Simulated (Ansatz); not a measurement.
The reference is BeS in the zinc blende structure (space group F-43m, No. 216; a = 4.876 Å). Axes: x, y, z lie along the cube axes.

Computed with PBE (Ansatz, a program for electronic structure, PAW, scalar-relativistic without spin-orbit coupling).

Now apply this change: an isotropic linear strain of −2.31 %, atoms relaxed at fixed cell.

**Question.** Predict the stress tensor and what it implies for the stiffness.

**Answer.** Stress of the strained cell less that of the base (GPa, compression positive):
```
   7.44    0.00    0.00
   0.00    7.44    0.00
   0.00    0.00    7.44
```

Then B = −ΔP/(ΔV/V₀) with ΔV/V₀ = -0.0677 gives secant stiffness values (nonlinear terms included at this strain): B ≈ 110 GPa.

As a check, the harmonic strain energy −½ V₀ Δσ:ε is 23 meV/atom; the computed energy rise is 22 meV/atom.

No phonon test of stability was made.
